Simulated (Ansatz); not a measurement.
Rutile MgH2 was calculated with Hartree–Fock (Ansatz, a program for electronic structure, PAW).

Excerpt of the program's output:

```
Relaxation: its limit of steps is 80 (relax.max_steps)
Crystal: 6 atoms, lattice volume = 61.639 Å³
Basis set: ecut = 460 eV, 1411 PW (Γ), exchange–correlation on 64×64×48 points (8 copies of the dense FFT grid, shifted against one another)
Bands: 18, of which v1, the nominal top of the filled ones, is band 12 counted from 1 (11 counted from 0)
Symmetry: 16 space group operations
Space group: P42/mnm (ITA 136), of the structure as read, at distance tolerance 4.0e-5 Å
k-points: 50 of 288
Functional: x = pbe(κ = 0.804, μ = 0.2195149727645171), c = none, warm-up for x = 0 pbe(κ = 0.804, μ = 0.2195149727645171) + 1 exact, c = none
SCF iter   1: F=—  HF=-3885.472439 eV  |F-HF|=—  |Δ(HF+E_count)|=         —  Δρ=1.21e-2  dr2=6.40e-2
SCF iter   2: F=—  HF=-3885.450282 eV  |F-HF|=—  |Δ(HF+E_count)|=   2.22e-2  Δρ=3.64e-3  dr2=6.20e-3
  ...
SCF 1 converged in 7 iterations: F = -3885.449086 eV  dr2 = 5.09e-12
Crystal: 6 atoms, lattice volume = 61.639 Å³
Initial density: handed on by an earlier stage of this run
Functional: x = 0 pbe(κ = 0.804, μ = 0.2195149727645171) + 1 exact, c = none
  ...
SCF 6 converged in 2 iterations: F = -3890.905274 eV  dr2 = 1.15e-11
Crystal: 6 atoms, lattice volume = 61.639 Å³
Crystal: 6 atoms, lattice volume = 61.639 Å³
Crystal: 6 atoms, lattice volume = 61.639 Å³
Crystal: 6 atoms, lattice volume = 61.639 Å³
SCF 10 converged in 2 iterations: F = -3890.905538 eV  dr2 = 1.42e-11
Crystal: 6 atoms, lattice volume = 61.639 Å³
SCF 11 converged in 4 iterations: F = -3890.905551 eV  dr2 = 2.86e-11
Crystal: 6 atoms, lattice volume = 61.639 Å³
SCF iter   1: F=—  HF=-3890.905551 eV  |F-HF|=—  |Δ(HF+E_count)|=         —  Δρ=3.41e-7  dr2=3.24e-11
SCF iter   2: F=-3890.905551 eV  HF=-3890.905551 eV  |F-HF|=1.82e-12  |Δ(HF+E_count)|=  2.27e-11  Δρ=1.08e-7  dr2=3.05e-12
SCF 12 converged in 2 iterations: F = -3890.905551 eV  dr2 = 3.05e-12
Free energy (F): -3890.905551 eV
Internal energy: -3890.905551 eV  (E = F + TS)
E sigma→0 (E₀):  -3890.905551 eV
Fermi energy:    3.992016 eV
--- Forces (eV/Å), atoms counted from 1 ---
  atom   1  Mg     0.00000000     0.00000000    -0.00000000
  atom   2  Mg     0.00000000     0.00000000     0.00000000
  atom   3  H     -0.00991484    -0.00991484     0.00000000
  atom   4  H     -0.00991484     0.00991484     0.00000000
  atom   5  H      0.00991484    -0.00991484    -0.00000000
  atom   6  H      0.00991484     0.00991484    -0.00000000
--- Stress (GPa, compression-positive) ---
        1.304403       0.000000       0.000000
        0.000000       1.304403      -0.000000
        0.000000      -0.000000       1.285803
  P = ⅓ Tr σ = 1.2982 GPa (12.982 kbar)
```

**Question.** Write an input file that could have produced this run (the log leaves some choices open).

**Answer.** Several could match; the one computed here: 
Ansatz 0.2 input:
```yaml
crystal:
  lattice:
    - [4.5384602864, 0.0, 0.0]
    - [0.0, 4.5384602864, 0.0]
    - [0.0, 0.0, 2.9925423099]
  atoms:
    - { symbol: Mg, position: [0.0, 0.0, 0.0] }
    - { symbol: Mg, position: [0.5, 0.5, 0.5] }
    - { symbol: H, position: [0.3050859595, 0.3050859595, 0.0] }
    - { symbol: H, position: [0.8050859595, 0.1949140405, 0.5] }
    - { symbol: H, position: [0.1949140405, 0.8050859595, 0.5] }
    - { symbol: H, position: [0.6949140405, 0.6949140405, 0.0] }
basis:
  ecutwfc: 460
  ecutrho_ratio: 4
  xc_grid: 2
kpoints:
  mp_grid: { grid: [6, 6, 8] }
hamiltonian:
  xc: hf
  dispersion: none
  pseudopotentials: { kind: paw }
scf:
  occupations: { method: fermi_dirac, width: 0.01 }
output:
  forces: true
  stress: true
  eigenvalues: true
relax:
  f_tol: 0.01
  escape_saddle: false
  max_steps: 80
  cell: { stress_tol: 0.05, fix: [volume] }
```

The cell is one volume of an energy–volume scan, off the minimum.

The PAW data were made under PBE.
